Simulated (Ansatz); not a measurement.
Take LaB6 (space group Pm-3m, No. 221) as the base.

```
LaB6
1.0
    4.12972     0.00000     0.00000
    0.00000     4.12972     0.00000
    0.00000     0.00000     4.12972
La B
1 6
Direct
  0.00000   0.00000   0.00000
  0.19961   0.50000   0.50000
  0.80039   0.50000   0.50000
  0.50000   0.50000   0.19961
  0.50000   0.50000   0.80039
  0.50000   0.19961   0.50000
  0.50000   0.80039   0.50000
```

All numbers come from Ansatz (a quantum-chemistry and plane-wave program), PBEsol, PAW, cutoff 420 eV, no SOC, earlier PAW set.

For the base:

| Quantity | Result |
|---|---|
| Volume per atom | 10.06 Å³ |

The change: a hydrostatic pressure of 1.8 GPa.

What does the calculation give for the volume per atom after the change?

The volume per atom decreases by 0.10 Å³ (10.06 Å³ → 9.96 Å³).

Load acts through the strain it causes; cell and atoms are relaxed under it. No phonon test of stability was made. The final runs are not spin-polarised. An odd electron count without spin: LaB6.
